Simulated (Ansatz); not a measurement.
Data:

End structure of a constructed model of the (111) surface of fcc Ag, a pseudomorphic layer of Pd in the host's stacking (bottom of the slab: a bare face, its two planes held):

```xyz
7
Lattice="2.9334 0.0000 0.0000 -1.4667 2.5404 0.0000 0.0000 0.0000 30.5000" Properties=species:S:1:pos:R:3 pbc="T T T"
Ag     0.0000     1.6936     8.0484
Ag     1.4667     0.8468    10.4435
Ag     0.0000     0.0000    12.8338
Ag     0.0000     1.6936    15.2356
Ag     1.4667     0.8468    17.6369
Ag     0.0000     0.0000    20.0296
Pd     0.0000     1.6936    22.2817
```

Model: 7-atom slab, 14.4 Å thick at the start with caps and adatoms, 15x15x1 mesh, Fermi-Dirac 0.1 eV, dipole correction, single point; on the structure that PBE left under its start's symmetry; no spin, no spin-orbit, no U. In PBE it is, or lies within 0.01 eV a 1x1 cell of, the lowest of the 2 structures of its composition computed so far; subsurface sites and larger cells were not tried.

### Question
Predict the work function of the top face from Ansatz (a first-principles code) with r2SCAN, at the PBE geometry.

### Answer
5.14 eV
